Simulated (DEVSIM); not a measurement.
Device: Ru/HfO2/p-GaSb capacitor, at 300 K.

Layer 1 from the left is HfO2, thickness (nm) 9.80. Layer 2 from the left is GaSb, thickness (nm) 13000, Na (cm⁻³) 2.2e15.

Metal gate on the left, work function 4.7 eV. Fixed charge at the semiconductor interface 8.6e10 cm⁻² (in units of +e); no interface traps.

Constants are typed, rounded textbook-type inputs, not results; the design itself was drawn at random and stands for no fabricated device. Values at 300 K.

HfO2: gap (eV) 5.7, affinity (eV) 2.5, permittivity 22. GaSb: gap (eV) 0.726, affinity (eV) 4.06, permittivity 15.7, Nc (cm⁻³) 2.1e17, Nv (cm⁻³) 1.8e19.

Problem. Estimate by hand the flat-band voltage, the threshold voltage, and compare with a numerical solution.

Solution. 
- Flat-band voltage: C = 1.99 μF/cm², work-function difference 0.147 V; VFB = φms − qNf/C = 0.14 V; numerical 0.14 V.
- Threshold voltage: φF = 0.188 V, depletion charge √(4εqNφF) = 1.92e-8 C/cm²; VT = VFB + 2φF + Qd/C = 0.52 V; numerical 0.52 V.

Model (solved in DEVSIM): 1D Poisson equation in equilibrium, Boltzmann statistics, complete ionisation; no quantum confinement or tunnelling. Metal contacts follow the ideal Schottky-Mott rule: no Fermi-level pinning, no interface dipoles.
